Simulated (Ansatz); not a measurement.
CaO under load (space group Fm-3m), r2SCAN, rigid bands run with Ansatz (a quantum-chemistry and plane-wave program). Condition of this run: hydrostatic pressure of 4.4 GPa (compression positive) (the target of the relaxation). Band gap 4.18 eV, N_c = 3.84e19 cm⁻³ and N_v = 1.59e20 cm⁻³ at 300 K, conductivity masses of 0.553 mₑ (electrons) and 1.34 mₑ (holes). Take k_BT = 0.02585 eV.

**Question.** What thermal injection velocity √(2k_BT/πm) limits a ballistic channel?

**Answer.** 7.23e6 cm/s for electrons and 4.65e6 cm/s for holes, a ratio of √(m_h/m_e) = 1.56, for dilute carriers.

**Question.** Find the intrinsic carrier density and the intrinsic Fermi level.

**Answer.** n_i = √(N_c N_v) exp(−E_g/2k_BT) = 7.81e19 × exp(−80.84) = 6.1e-16 cm⁻³. The level lies (k_BT/2) ln(N_v/N_c) = 18 meV from mid-gap (positive towards the conduction band). Each 0.1 eV added to the gap lowers n_i by a factor of 6.9.

**Question.** A film of it is 2 nm thick. Estimate the confinement energies in an infinite well.

**Answer.** ħ²π²/(2m t²) = 0.376 eV·nm²/(m/mₑ × t²) gives 170 meV for electrons and 70.2 meV for holes, so the gap would widen to about 4.42 eV. Finite barriers and nonparabolic bands lower this, and with several valleys or bands the heaviest mass along the normal sets the lowest level, not this average.

Rigid bands with the computed gap; masses take one relaxation time for all states. Spin-orbit coupling is left out; where it splits the top of the valence band, N_v and the p-type Seebeck coefficient come out somewhat high without it. Geometry: cell and atoms relaxed with PBEsol.
